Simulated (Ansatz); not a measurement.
Worked example: self-consistent single point of CdHgSe2 (R3m, 4 atoms in the cell) in Ansatz (a program for electronic structure).

Level of theory: PBEsol, default PAW files made with PBE (plane waves; Ansatz).

```
CdHgSe2
1.0
    2.17039     1.25308     7.08105
   -2.17039     1.25308     7.08105
    0.00000    -2.50615     7.08105
Cd Hg Se
1 1 2
Cartesian
  0.00000   0.00000  10.67859
  0.00000   0.00000  21.24003
  0.00000   0.00000  18.57083
  0.00000   0.00000   7.97893
```

Reference input (self-consistent single point, DFT, PBEsol, plane waves, default PAW files made with PBE): basis.ecutwfc = 420 eV; kpoints.mp_grid.grid = 8 8 8; hamiltonian.xc = pbesol; hamiltonian.pseudopotentials = {kind: paw} (the program's default PAW files); scf.occupations.method = gaussian; scf.occupations.width = 0.1 eV. This run's input differs from it in these lines:

Ansatz 0.2 input:
```diff
@@ -14,3 +14,3 @@
 kpoints:
-  mp_grid: { grid: [8, 8, 8] }
+  mp_grid: { grid: [13, 13, 13] }
 hamiltonian:
@@ -19,3 +19,3 @@
 scf:
-  occupations: { method: gaussian, width: 0.1 eV }
+  occupations: { method: fermi_dirac, width: 0.3 eV }
 output:
```

Output, abridged:

```
SCF iter   1: F=—  HF=-32702.055198 eV  |F-HF|=—  |Δ(HF+E_count)|=         —  Δρ=4.03e-3  dr2=2.59e-2  ethr=1.77e-3  ⟨swp⟩=8.1  Hψ=45340  notcnv=0
all-band conjugate gradients solve this SCF's bands
preconditioner: auto → none
SCF iter   2: F=—  HF=-32702.050052 eV  |F-HF|=—  |Δ(HF+E_count)|=   5.15e-3  Δρ=2.16e-3  dr2=9.38e-3  ethr=3.59e-5  ⟨swp⟩=2.7  Hψ=19647  notcnv=0
   [... lines left out ...]
SCF iter   6: F=—  HF=-32702.048676 eV  |F-HF|=—  |Δ(HF+E_count)|=   1.74e-5  Δρ=6.75e-5  dr2=1.22e-5  ethr=4.02e-8  ⟨swp⟩=2.0  Hψ=15078  notcnv=0
SCF iter   7: F=—  HF=-32702.048675 eV  |F-HF|=—  |Δ(HF+E_count)|=   1.52e-6  Δρ=2.04e-5  dr2=8.40e-7  ethr=1.70e-8  ⟨swp⟩=2.0  Hψ=14634  notcnv=0
SCF iter   8: F=—  HF=-32702.048675 eV  |F-HF|=—  |Δ(HF+E_count)|=   2.79e-7  Δρ=7.37e-6  dr2=1.94e-7  ethr=1.17e-9  ⟨swp⟩=2.0  Hψ=14942  notcnv=0
SCF iter   9: F=-32702.048675 eV  HF=-32702.048675 eV  |F-HF|=1.98e-9  |Δ(HF+E_count)|=   5.24e-9  Δρ=1.36e-6  dr2=2.36e-9  ethr=1.39e-10  ⟨swp⟩=5.2  Hψ=34910  notcnv=0
SCF 1 converged in 9 iterations: F = -32702.048675 eV  dr2 = 2.36e-9
Free energy (F): -32702.048675 eV
Internal energy: -32701.940970 eV  (E = F + TS)
E sigma→0 (E₀):  -32701.994823 eV
Entropy (-TS):   -0.107704 eV (-26.926 meV/atom)
Fermi energy:    8.269191 eV
--- Forces (eV/Å), atoms counted from 1 ---
  atom   1  Cd     0.00000000    -0.00000000    -0.23722379
  atom   2  Hg     0.00000000     0.00000000     0.06077409
  atom   3  Se     0.00000000     0.00000000     0.04381742
  atom   4  Se     0.00000000     0.00000000     0.13263934
--- Stress (GPa, compression-positive) ---
       -0.348081       0.000000       0.000000
        0.000000      -0.348081      -0.000000
        0.000000      -0.000000      -0.969195
  P = ⅓ Tr σ = -0.5551 GPa (-5.551 kbar)
  The stress holds the Pulay correction. Without it, at fixed plane waves, as pw.x and ABINIT print it: P = -0.5805 GPa
```

The run converged in 9 iterations. Against the reference run the free energy falls by 7.8 meV/atom, the pressure goes from -0.69 to -0.56 GPa and the largest force stays at 0.237 eV/Å.

The starting cell comes from a database of computed structures (which also holds hypothetical and non-ambient phases and stackings), without a prior relaxation at this level. Its lattice was rescaled by up to half a per cent. One atom was moved a little off its site on purpose. Ansatz's pressure includes its estimate of the finite-basis (Pulay) stress. The run gives no clean gap (levels at the Fermi energy touch, overlap or are partly filled at this smearing), which alone does not show that the compound is a metal.

Cost on one core of a shared machine: roughly 90 s.
